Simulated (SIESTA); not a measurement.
## Sensitivity of a calculation on BaCaHfNbO6 (F-43m, 10 atoms in the cell) to its settings

```xyz
10
Lattice="0.0000 4.1307 4.1307 4.1307 0.0000 4.1307 4.1307 4.1307 0.0000" Properties=species:S:1:pos:R:3 pbc="T T T"
Ba     6.1961     6.1961     6.1961
Ca     2.0654     2.0654     2.0654
Hf     0.0000     0.0000     0.0000
Nb     4.1307     4.1307     4.1307
O      2.0800     4.1307     4.1307
O      4.1307     6.1815     4.1307
O      6.1815     4.1307     4.1307
O      4.1307     2.0800     4.1307
O      4.1307     4.1307     6.1815
O      4.1307     4.1307     2.0800
```

Base run A: GGA PBEsol, numerical atomic orbitals DZP, PseudoDojo PBEsol standard norm-conserving potentials (rewritten from UPF to PSML) (SIESTA), self-consistent single point.

Its settings: XC.functional = GGA; XC.authors = PBEsol; potentials = PseudoDojo PBEsol standard; PAO.BasisSize = DZP; PAO.EnergyShift = 0.005 Ry; MeshCutoff = 400 Ry; kgrid.MonkhorstPack = 6 6 6 shifted by 0.5 0.5 0.5; OccupationFunction = MP; OccupationMPOrder = 0; ElectronicTemperature = 0.1 eV; MaxSCFIterations = 150; SCF.Mixer.Method = Broyden; SCF.Mixer.Weight = 0.25; SCF.Mixer.History = 6; SCF.DM.Tolerance = 1.0E-05.

The starting cell comes from a database of computed structures (which also holds hypothetical and non-ambient phases and stackings), without a prior relaxation at this level. Spin polarisation is off; with an odd number of electrons in the cell that forces a metal, and a magnetic state may lie lower. Values carry the incompleteness of an atom-centred basis. In the base run, with a pressure of about -4 GPa the cell is away from its equilibrium volume at this level.

ΔF is the free energy per atom less that of run A. A dash stands where there is no value to compare (another energy zero or no entropy term, no result, no spin, no clean gap, or a mesh too coarse for one). Total energies depend on the potentials, the functional and any Hubbard or dispersion term, so they are compared only between runs that share all of them.

```tsv
run	change	ΔF (meV/atom)	pressure (GPa)	largest force (eV/Å)
A	base	0.00	-3.63	0.224
B	ElectronicTemperature: 0.1 eV → 0.15 eV	-0.65	-3.62	0.221
C	MeshCutoff: 400 Ry → 360 Ry	0.00	-3.63	0.224
D	SCF.DM.Tolerance: 1.0E-05 → default; SCF.DM.Converge: default → false; SCF.H.Converge: default → false; SCF.FreeE.Converge: default → true; SCF.FreeE.Tolerance: default → 1.0E-02 eV	0.00	-3.64	0.224
E	lattice scaled by 0.985	0.39	4.39	0.217
F	DFTU.ProjectorGenerationMethod: default → 2; DFTU.CutoffNorm: default → 0.9; DFTU.FirstIteration: default → true; DFTU.proj: default → [Hf 1, n=5 2, 4.00 0.00, 0.00 0.00] [GGA PBEsol+U]	–	-2.39	0.312
G	XC.authors: PBEsol → WC; pseudopotentials: PseudoDojo PBEsol standard → PseudoDojo PBE standard [GGA WC]	–	-2.95	0.265
H	PAO.SplitNorm: default → 0.05	12.3	-3.49	0.164
I	PAO.BasisType: default → splitgauss	279.9	0.64	0.141
```

Run I against A: The free energy rises by 280 meV/atom, the pressure goes from -3.63 to 0.64 GPa and the largest force goes from 0.224 to 0.141 eV/Å.

Run G against A: The pressure goes from -3.63 to -2.95 GPa and the largest force goes from 0.224 to 0.265 eV/Å.
